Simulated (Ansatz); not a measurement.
Start from CdTe in the zinc blende structure (space group F-43m, No. 216).

```yaml
crystal:
  lattice:
    - [0.00000, 3.27889, 3.27889]
    - [3.27889, 0.00000, 3.27889]
    - [3.27889, 3.27889, 0.00000]
  atoms:
    - { symbol: Cd, position: [0.00000, 0.00000, 0.00000] }
    - { symbol: Te, position: [0.25000, 0.25000, 0.25000] }
```

The values are results of r2SCAN (Ansatz, a first-principles code), spin-orbit coupling left out, not measurements.

For the base:

- Valley order = Γ 1.17 eV; L along ⟨111⟩ 2.20 eV
- Hole mass = 0.092, 0.55, 0.55 mₑ (at Γ)
- Width of the top valence band = 2.09 eV

Now apply this change: an isotropic linear strain of −0.50 %; the atoms relax in the strained cell.

### Question
What does the calculation give for the valley order, hole mass and width of the top valence band after the change?

### Answer
The valley order (the lowest conduction-band minima on the path, energy above the VBM, named in the base's zone) becomes Γ 1.21 eV; L along ⟨111⟩ 2.22 eV (base: Γ 1.17 eV; L along ⟨111⟩ 2.20 eV); the hole mass (degenerate bands, along [100]) goes from 0.092, 0.55, 0.55 mₑ (at Γ) to 0.094, 0.53, 0.53 mₑ (at Γ); the width of the top valence band grows by 0.06 eV to 2.15 eV.

With Te present, leaving out spin-orbit coupling can change the band edges. The levels and masses belong to the bands next to the band gap. Masses are band curvatures over ±0.01 Å⁻¹ around the edge. No phonon test of stability was made.
